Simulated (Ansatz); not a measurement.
The starting structures come from a database of crystals and need not be the phases stable at ambient conditions.

Here is the system:

```xyz
10
Lattice="3.8529 0.0000 0.0000 0.0000 10.1810 0.0000 1.9264 -3.6396 6.7095" Properties=species:S:1:pos:R:3 pbc="T T T"
Y      1.9264     4.5724     4.8647
Y      3.8529     1.9691     1.8449
Y      1.9264     9.0321     1.1900
Y      3.8529    -2.4906     5.5195
Cl     3.8529     7.1530     0.6382
Cl     1.9264    -0.6116     6.0713
Cl     3.8529    -0.4684     3.0752
Cl     1.9264     7.0099     3.6343
Cl     1.9264     4.0130     2.1366
Cl     3.8529     2.5285     4.5729
```

The cell is taken as given.

Transport runs along the normal of the first two printed cell vectors.

The gap is the functional's own, uncorrected, and κ follows it; spin-orbit coupling is left out. Mid-gap means the computed energy nearest the middle.

### Question
Predict the band gap and the smallest decay constant κ at mid-gap from r2SCAN (Ansatz, a quantum-chemistry and plane-wave program).

### Answer
Gap 0.91 eV on a 8×4×8 mesh; κ = 0.338 1/Å, at (0.500, 0.000) of the in-plane reciprocal vectors. At the zone centre the slowest state has κ = 0.37 1/Å.
